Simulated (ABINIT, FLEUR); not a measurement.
A FLEUR input for a self-consistent single point of Sc (P6_3/mmc, 4 atoms in the cell) (DFT, LDA (Perdew-Zunger), all-electron FLAPW (FLEUR), scalar-relativistic valence):

Input of the input generator:

```
Sc FLAPW
&input film=f /
3.2190043621 -0.0000001020 0.0000000000
-1.6095020927 2.7877396034 0.0000000000
0.0000000000 0.0000000000 10.3571670000
1.8897261246
1.0 1.0 1.0

4
21 0.0000000000 0.0000000000 -0.0000000000
21 0.0000000000 0.0000000000 0.5000000000
21 0.3333333333 0.6666666667 0.2500000000
21 0.6666666667 0.3333333333 0.7500000000

&comp jspins=1 /
&exco xctyp='pz' /
&kpt div1=8 div2=8 div3=3 gamma=t /
&end /
```

```xml
<?xml version="1.0" encoding="UTF-8" standalone="no"?>
<fleurInput fleurInputVersion="0.39">
   <comment>
      Sc FLAPW                                                                                            
   </comment>
   <calculationSetup>
      <cutoffs Kmax="3.8" Gmax="15.2" GmaxXC="15.2" numbands="0"/>
      <scfLoop itmax="60" minDistance="0.00001" maxIterBroyd="99" imix="Anderson" alpha="0.05" precondParam="0.0" spinf="2.0"/>
      <coreElectrons ctail="T" frcor="F" kcrel="0" coretail_lmax="0"/>
      <xcFunctional name="pz" relativisticCorrections="F"/>
      <magnetism jspins="1"/>
      <soc l_soc="F" theta="0.0" phi="0.0" spav="F"/>
      <expertModes spex="0" secvar="F"/>
      <geometryOptimization l_f="T" forcealpha="1.0" forcemix="BFGS" epsdisp="0.00001" epsforce="0.00001"/>
      <ldaU l_linMix="F" mixParam="0.05" spinf="1.0"/>
   </calculationSetup>
   <cell>
      <bzIntegration valenceElectrons="44.0" mode="hist" fermiSmearingEnergy="0.00183747">
         <kPointListSelection listName="default-1"/>
         <!-- k-points included here -->
         <xi:include xmlns:xi="http://www.w3.org/2001/XInclude" href="kpts.xml"> </xi:include>
      </bzIntegration>
      <!-- symmetry operations included here -->
      <xi:include xmlns:xi="http://www.w3.org/2001/XInclude" href="sym.xml"> </xi:include>
      <bulkLattice scale="1.0">
         <bravaisMatrix>
            <row-1>    6.0830366382617278    -0.0000001927520647     0.0000000000000000</row-1>
            <row-2>   -3.0415181521735608     5.2680643571270229     0.0000000000000000</row-2>
            <row-3>    0.0000000000000000     0.0000000000000000    19.5722090567450095</row-3>
         </bravaisMatrix>
      </bulkLattice>
   </cell>
   <atomSpecies>
      <species name="Scandium (Sc)" element="Sc" atomicNumber="21">
         <mtSphere radius="2.68" gridPoints="925" logIncrement="0.013"/>
         <atomicCutoffs lmax="10" lnonsphr="8"/>
         <electronConfig flipSpins="F">
            <coreConfig>(1s1/2) (2s1/2) (2p1/2) (2p3/2)</coreConfig>
            <valenceConfig>(3s1/2) (3p1/2) (3p3/2) (4s1/2) (3d3/2) (3d5/2)</valenceConfig>
            <stateOccupation state="(3d3/2)" spinUp="0.2" spinDown="0.2"/>
            <stateOccupation state="(3d5/2)" spinUp="0.3" spinDown="0.3"/>
         </electronConfig>
         <energyParameters s="4" p="4" d="3" f="4"/>
         <lo type="SCLO" l="0" n="3" eDeriv="0"/>
         <lo type="SCLO" l="1" n="3" eDeriv="0"/>
      </species>
   </atomSpecies>
   <atomGroups>
      <atomGroup species="Scandium (Sc)">
         <relPos label="                   1">.0000000000 .0000000000 .0000000000</relPos>
         <relPos label="                   2">.0000000000 .0000000000 1.000/2.000</relPos>
         <force calculate="T" relaxXYZ="TTT"/>
      </atomGroup>
      <atomGroup species="Scandium (Sc)">
         <relPos label="                   3">1.000/3.000 -1.000/3.000 1.000/4.000</relPos>
         <relPos label="                   4">-1.000/3.000 1.000/3.000 -1.000/4.000</relPos>
         <force calculate="T" relaxXYZ="TTT"/>
      </atomGroup>
   </atomGroups>
   <output dos="F" band="F" slice="F">
      <checks vchk="F" cdinf="F"/>
      <bandDOS minEnergy="-.5*Htr" maxEnergy="0.5*Htr" sigma="0.015" storeEVData="T"/>
      <vacuumDOS vacdos="F" integ="F" star="F" nstars="0" locx1="0.0" locy1="0.0" locx2="0.0" locy2="0.0" nstm="0" tworkf="0.0"/>
      <unfoldingBand unfoldBand="F" supercellX="1" supercellY="1" supercellZ="1"/>
      <plotting iplot="0" polar="F">
         <plot TwoD="T" vec1="  1.0  0.0  0.0" vec2="  0.0  1.0  0.0" vec3="  0.0  0.0  1.0" zero="  0.0  0.0  0.0" file="plot"/>
      </plotting>
      <chargeDensitySlicing numkpt="0" minEigenval="0.0" maxEigenval="0.0" nnne="0" pallst="F"/>
      <specialOutput eonly="F"/>
      <magneticCircularDichroism mcd="F" energyLo="-10.0" energyUp="0.0"/>
   </output>
  <!-- We include the file relax.xml here to enable relaxations (see documentation) -->
  <xi:include xmlns:xi="http://www.w3.org/2001/XInclude" href="relax.xml"> <xi:fallback/> </xi:include>
</fleurInput>
```

Problem. Give the ABINIT input for the same structure, mesh, smearing and functional.

Solution. One input that does it (others would too):

```
# Sc, JTH v2.0 LDA PAW
pp_dirpath "./"
pseudos "Sc.LDA_PW-JTH.xml"
acell 3*1.0
rprim
         6.0830366383   -0.0000001927    0.0000000000
        -3.0415181523    5.2680643573    0.0000000000
         0.0000000000    0.0000000000   19.5722090570
natom 4
ntypat 1
znucl 21
typat 1 1 1 1
xcart
         0.0000000000    0.0000000000    0.0000000000
         0.0000000000    0.0000000000    5.1785835000
         0.0000000589    1.8584930350    2.5892917500
         1.6095022105    0.9292464665    7.7678752500
      Angstrom
ecut 30 Ha
pawecutdg 60 Ha
pawxcdev 0
occopt 3
tsmear 0.00183747
nband 29
kptopt 1
ngkpt 8 8 3
nshiftk 1
shiftk 0 0 0
nstep 100
toldfe 1.0e-09
prtwf 0
prtden 0
prtvol 1
```

Basis, cutoffs, solver keys and any potentials are the target program's own. This input uses DFT, LDA (PW92), plane waves, PAW (JTH v2.0 LDA PAW). LDA parametrisations can differ slightly between programs.

The starting cell was generated: these elements placed on a structure prototype, without a prior relaxation; it need not be a known phase or ordering of this composition. Its lattice was rescaled by a random factor within 2.5 % of one.
